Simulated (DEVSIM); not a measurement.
Device: abrupt Si n-p junction, at 300 K.

```
layer (left to right)  material  thickness (μm)  Nd (cm⁻³)  Na (cm⁻³)  τn (s)  τp (s)
---------------------  --------  --------------  ---------  ---------  ------  ------
1                            Si            95.0     2.4e16          -  1.8e-7  1.8e-7
2                            Si            8.10          -     2.4e15  1.8e-7  1.8e-7
```

Left contact: ohmic. Right contact: ohmic. Voltage is applied to the left contact. Recombination: SRH at mid-gap, Auger. Mobility is μmin + (μ − μmin)/(1 + (N/Nref)^α).

This is a model device: material constants are rounded textbook-type values typed into the input, and sizes, dopings and lifetimes were drawn at random. Values at 300 K.

```tsv
parameter	Si
gap (eV)	1.124
affinity (eV)	4.05
permittivity	11.7
Nc (cm⁻³)	2.86e19
Nv (cm⁻³)	3.1e19
μn (cm²/Vs)	1417
μp (cm²/Vs)	470
μn,min	52
μp,min	45
Nref,n	9.7e16
Nref,p	2.2e17
αn	0.68
αp	0.72
Cn (cm⁶/s)	2.8e-31
Cp (cm⁶/s)	9.9e-32
```

DEVSIM, 1D drift-diffusion, Boltzmann statistics, complete ionisation; no tunnelling, impact ionisation, image-force lowering or self-heating.

The doping Nd of layer 1 was swept, all else fixed.

| doping Nd of layer 1 (cm^-3) | potential step across the device at zero bias (V) | dark forward voltage at 1 A/cm² (V) | largest field in the device at zero bias (V/cm) |
|---|---|---|---|
| 7.2e14 | 0.606 | 0.609 | 9700 |
| 2.4e15 | 0.637 | 0.581 | 15000 |
| 7.2e15 | 0.665 | 0.572 | 18000 |
| 2.4e16 | 0.696 | 0.567 | 21000 |
| 7.2e16 | 0.725 | 0.566 | 24000 |
| 2.4e17 | 0.756 | 0.565 | 33000 |
| 7.2e17 | 0.784 | 0.565 | 50000 |

From the first row to the last the potential step across the device at zero bias goes from 0.606 to 0.784. From the first row to the last the dark forward voltage at 1 A/cm² goes from 0.609 to 0.565.
